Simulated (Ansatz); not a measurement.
Take BN in the h-BN type structure (space group P6_3/mmc, No. 194; a = 2.5005 Å, c = 6.4112 Å; layered, stacked along the Cartesian z axis) as the base. Axes: x lies along a and z along c of the hexagonal cell.

All numbers come from PBEsol-D3(BJ)/PAW in Ansatz (a first-principles code), scalar-relativistic without spin-orbit coupling.

One thing is altered: the cell is scaled by 1.0117 in all directions; the atoms relax in the strained cell.

Predict the stress tensor and what it implies for the stiffness.

Stress of the strained cell less that of the base (GPa, compression positive):
```
 -12.33    0.00    0.00
   0.00  -12.33    0.00
   0.00    0.00   -0.38
```

Then B = −ΔP/(ΔV/V₀) with ΔV/V₀ = 0.0355 gives secant stiffness values (nonlinear terms included at this strain): B (at held cell shape, above the free-shape value) ≈ 235 GPa.

As a check, the harmonic strain energy −½ V₀ Δσ:ε is 7.9 meV/atom; the computed energy rise is 8.2 meV/atom.

Whether these cells are dynamically stable was not tested.
